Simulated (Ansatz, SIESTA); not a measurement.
## One structure in several programs: Mo₆IrRu (Pm-3, 8 atoms in the cell)

Relaxation of cell and atoms.

```
Mo6IrRu
1.0
    5.07794     0.00000     0.00000
    0.00000     5.07794     0.00000
    0.00000     0.00000     5.07794
Mo Ru Ir
6 1 1
Direct
  0.00000   0.50000   0.75076
  0.00000   0.50000   0.24924
  0.75076   0.00000   0.50000
  0.24924   0.00000   0.50000
  0.50000   0.75076   0.00000
  0.50000   0.24924   0.00000
  0.00000   0.00000   0.00000
  0.50000   0.50000   0.50000
```

Shared settings, as Ansatz (a program for electronic structure) writes them: kpoints.mp_grid.grid = 5 5 5; scf.occupations.method = gaussian; scf.occupations.width = 0.272 eV. Potentials and cutoffs stand in the table.

```json
[
 {"code": "Ansatz", "model": "LDA (PW92), PAW files made with PBE", "final volume (Å³/atom)": "14.78", "cutoff": "default"},
 {"code": "SIESTA", "model": "LDA PW92, numerical atomic orbitals DZP, PseudoDojo LDA standard norm-conserving potentials (rewritten from UPF to PSML)", "final volume (Å³/atom)": "14.92", "cutoff": "grid 300 Ry"}
]
```

On Ansatz's run: spin-orbit coupling is off. Spin polarisation is off.

The spread over the programs that give each value: final volume within 0.14 Å³/atom.

SIESTA uses small atom-centred bases, whose incompleteness enters pressures, forces and empty levels differently from a plane-wave cutoff. The programs treat the finite-basis stress differently while the cell relaxes: Ansatz adds an estimate of it.

The starting cell comes from a database of computed structures (which also holds hypothetical and non-ambient phases and stackings), without a prior relaxation at this level. Its lattice was rescaled by a random factor within 2.5 % of one.

Keys are those of Ansatz 0.2.
